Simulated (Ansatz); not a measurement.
Levels about the gap of amorphous Hf₁₈O₃₇H₂ (57 atoms in a cell of 722 Å³, 8.75 g/cm³; zone centre alone, so wide bands show as single levels with stretches between that a denser mesh fills), at the geometry that PBE relaxed, where it gives -1.9 GPa on a denser mesh. Exact exchange is cut at the faces of this small cell, which leaves a finite-size error. The participation number counts the atoms over which a state spreads; weights are charges in smoothed Voronoi cells. The levels come from a single point, so bond lengths are those of that geometry. Method of the levels: HSE06, scalar-relativistic without spin-orbit coupling (Ansatz, a quantum-chemistry and plane-wave program). Sampling: the zone centre alone; Fermi-Dirac width 0.02 eV; no spin polarisation.

The cell was made by melting and quenching with the CHGNet potential and then relaxed with DFT. O atoms were pushed apart under 1.9 Å during the dynamics, to hinder bonds among them. The hot cell started wider than the set density and was brought back towards it in steps. It is the lowest in DFT energy of 2 quenches. It is a model cell: composition and starting density were chosen by hand, and all elements were melted together. No dispersion term was used. Its density started from a set value of 8.75 and ended at 8.75 g/cm³. The quench (nominally 500 K/ps over its main leg) was far faster than any real one, so the model tends to hold more defects than a real film. One small periodic cell is one sample of the glass; other quenches scatter about these values. The volume was held where the preparation left it and the shape relaxed, at a PBE pressure of -1.9 GPa (tension). Stress components on the final sampling reach 2.0 GPa.

```
E - E(highest filled), eV  filling  participation number        largest on  weight O  weight Hf  weight H
-------------------------  -------  --------------------  ----------------  --------  ---------  --------
-0.45                       filled                  23.6   O, 3 neighbours      0.95       0.05      0.00
-0.41                       filled                  24.0   O, 3 neighbours      0.95       0.05      0.00
-0.34                       filled                  20.8   O, 3 neighbours      0.95       0.05      0.00
-0.24                       filled                  14.3   O, 2 neighbours      0.95       0.05      0.00
-0.20                       filled                  15.8   O, 2 neighbours      0.95       0.05      0.00
-0.12                       filled                  10.9   O, 3 neighbours      0.95       0.05      0.00
0.00                        filled                  10.6   O, 2 neighbours      0.95       0.05      0.00
5.46                         empty                  35.5  Hf, 6 neighbours      0.49       0.48      0.03
5.49                         empty                  17.3  Hf, 6 neighbours      0.39       0.60      0.01
5.64                         empty                  26.4  Hf, 6 neighbours      0.39       0.59      0.01
5.77                         empty                  23.6  Hf, 6 neighbours      0.44       0.55      0.01
5.88                         empty                  30.1  Hf, 6 neighbours      0.37       0.62      0.01
5.92                         empty                  27.4  Hf, 5 neighbours      0.36       0.64      0.00
6.17                         empty                  17.1  Hf, 6 neighbours      0.35       0.64      0.00
```

Most localised among these is the filled level at +0.00 eV, on a O atom, which has 2 neighbours (Hf 1.98 Å, Hf 2.04 Å).
